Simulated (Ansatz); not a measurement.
System: interstitial In in crystalline InGaZnO4 (ordered Ga and Zn layers) (charge state +3). All values below come from PBE, PAW (plane waves to 420 eV; Ansatz, an electronic-structure program).

189-site cell at the relaxed PBE lattice, one k-point at (0.167, 0.250, 0.250), smearing 0.01 eV, spin-restricted, no finite-size correction. Static, classical nuclei. The charge state is imposed; whether it is stable for some Fermi level was not computed. Sites that were not tried may lie lower.

Barriers: single points on a 2×2×2 k-point mesh shifted by half a step along c at the bands' geometries.

The step: several atoms move together, In the farthest. Atoms about the jump, Cartesian Å from the middle of the jump, before and after:

```
atom     x0     y0     z0     x1     y1     z1
----  -----  -----  -----  -----  -----  -----
In1   -0.83   0.48  -0.25   0.83  -0.48   0.25
O2    -0.83  -1.39   0.77  -0.91  -1.50   0.70
O3     0.78   1.42   0.77   0.85   1.54   0.69
O4     0.76  -0.44  -1.68   0.84  -0.49  -1.78
O5    -2.46   1.41   0.77  -2.49   1.44   0.80
O6     2.49  -1.44   0.83   2.58  -1.49   0.70
Zn7    1.09   1.62  -1.46   0.84   1.72  -1.49
Zn8   -0.83  -1.76  -1.46  -1.06  -1.59  -1.50
In9    0.91  -0.53   2.12   0.85  -0.49   2.93
O10   -0.84   0.48   2.96  -0.92   0.53   3.03
In11  -0.84   2.50   2.12  -0.85   2.45   1.87
In12  -2.59  -0.53   2.12  -2.55  -0.48   1.87
Zn13   2.52  -1.45  -1.17   2.75  -1.58  -1.49
Zn14  -2.79   1.59  -1.45  -2.54   1.47  -1.22
O15   -0.84   2.33  -1.67  -0.90   2.46  -1.82
O16   -2.43  -0.45  -1.67  -2.58  -0.45  -1.82
In17   2.54   2.44   1.92   2.54   2.45   1.87
In18  -0.84  -3.42   1.91  -0.85  -3.42   1.87
O19    2.56   0.53   2.97   2.61   0.54   3.04
O20    0.82  -2.48   2.97   0.84  -2.53   3.04
```

Task: Predict the transition state.

Result: 
```tsv
atom	x	y	z
In1	0.01	0.00	0.21
O2	-1.10	-1.64	0.65
O3	0.86	1.77	0.65
O4	0.75	-0.43	-1.68
O5	-2.23	1.29	0.75
O6	2.24	-1.29	0.89
Zn7	0.90	1.83	-1.55
Zn8	-1.13	-1.70	-1.55
In9	1.09	-0.63	2.71
O10	-0.73	0.42	2.89
In11	-0.82	2.50	1.97
In12	-2.57	-0.54	1.97
Zn13	2.49	-1.44	-1.25
Zn14	-2.54	1.46	-1.26
O15	-0.89	2.48	-1.82
O16	-2.60	-0.47	-1.82
In17	2.56	2.47	1.88
In18	-0.86	-3.45	1.88
O19	2.69	0.62	3.07
O20	0.81	-2.64	3.07
```
It lies 0.72 eV above the start and 0.39 eV above the end. The saddle point's order was not checked, and it lies on a symmetry element of the cell, where a band can be held.
